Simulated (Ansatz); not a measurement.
The parent structure is AlRu in the CsCl type structure (space group Pm-3m, No. 221; a = 2.977 Å; relaxed with 0.1 eV smearing). Axes: x, y, z lie along the cube axes.

Level of theory: Kohn–Sham DFT with the PBEsol functional, run in Ansatz (a first-principles code) with PAW and 420 eV plane waves, no spin-orbit coupling.

Strains are applied to the cell and any free atomic positions relax; under biaxial strain the out-of-plane vector relaxes too.

One change was made to it. Results:

The energy goes up by 22 meV/atom; the pressure (mean of the normal stresses, compression positive) goes from zero to -6.8 GPa.

Question: Name the change that was made.
A) biaxial strain +0.42 %, plane normal [111], relaxed out of plane
B) biaxial strain +1.25 %, plane normal [111], relaxed out of plane
C) biaxial strain +2.50 %, plane normal [111], relaxed out of plane
D) biaxial strain −2.50 %, plane normal [111], relaxed out of plane
E) biaxial strain −1.25 %, plane normal [111], relaxed out of plane

Answer: C, biaxial strain +2.50 %, plane normal [111], relaxed out of plane. For comparison, the energy relative to the base in the other runs: biaxial strain −2.50 %, plane normal [111], relaxed out of plane gives +24 meV/atom; biaxial strain −1.25 %, plane normal [111], relaxed out of plane gives +5.9 meV/atom; biaxial strain +0.42 %, plane normal [111], relaxed out of plane gives +0.6 meV/atom; biaxial strain +1.25 %, plane normal [111], relaxed out of plane gives +5.6 meV/atom.

Whether these cells are dynamically stable was not tested. All final runs are without spin polarisation.
